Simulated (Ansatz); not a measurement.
## HfN: isotropic strain −1.00 %

Base system: HfN in the rock salt structure (space group Fm-3m, No. 225; a = 4.468 Å; relaxed with 0.1 eV smearing).

One thing is altered: the cell is scaled by 0.9900 in all directions, atoms relaxed at fixed cell.

All numbers come from plane-wave PAW DFT at the LDA level (Ansatz, a quantum-chemistry and plane-wave program, 420 eV), spin-orbit coupling left out. Γ-centred 22×22×22 mesh, Fermi–Dirac width 0.1 eV.

The volume per atom falls by 0.33 Å³ to 10.82 Å³ and the shortest interatomic distance shrinks by 0.022 Å (2.234 Å → 2.212 Å). The energy increases by 9.8 meV/atom and the pressure goes from zero to 9.7 GPa. The band gap is still zero.

Final structure:

```yaml
crystal:
  lattice:
    - [0.00000, 2.21181, 2.21181]
    - [2.21181, 0.00000, 2.21181]
    - [2.21181, 2.21181, 0.00000]
  atoms:
    - { symbol: Hf, position: [0.00000, 0.00000, 0.00000] }
    - { symbol: N, position: [0.50000, 0.50000, 0.50000] }
```

Whether these cells are dynamically stable was not tested. All final runs are without spin polarisation. An odd electron count without spin: HfN.
